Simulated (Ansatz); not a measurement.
The reference is CdS in the zinc blende structure (space group F-43m, No. 216; a = 5.8777 Å).

Method: r2SCAN, PAW, 500 eV (Ansatz, a program for electronic structure; scalar-relativistic without spin-orbit coupling).

Strains are applied to the cell and any free atomic positions relax.

One change was made to it. Results:

```json
[
 {"quantity": "electron mass", "base": "0.15 mₑ (at Γ)", "after": "0.16 mₑ (at Γ)"},
 {"quantity": "band gap", "base": "1.54 eV", "after": "1.71 eV"},
 {"quantity": "hole mass (degenerate bands, along [100])", "base": "0.16, 0.78, 0.78 mₑ (at Γ)", "after": "0.17, 0.71, 0.71 mₑ (at Γ)"},
 {"quantity": "energy relative to the base (free energy F)", "base": "0 meV/atom", "after": "+30 meV/atom"}
]
```

**Question.** Name the change that was made.
A) isotropic strain −2.50 %
B) isotropic strain −1.50 %
C) isotropic strain −3.00 %
D) isotropic strain −2.00 %

**Answer.** A, isotropic strain −2.50 %. For comparison, the energy relative to the base in the other runs: isotropic strain −3.00 % gives +43 meV/atom; isotropic strain −2.00 % gives +19 meV/atom; isotropic strain −1.50 % gives +10 meV/atom.

Effective masses come from finite differences of ±0.01 Å⁻¹. No phonon test of stability was made.
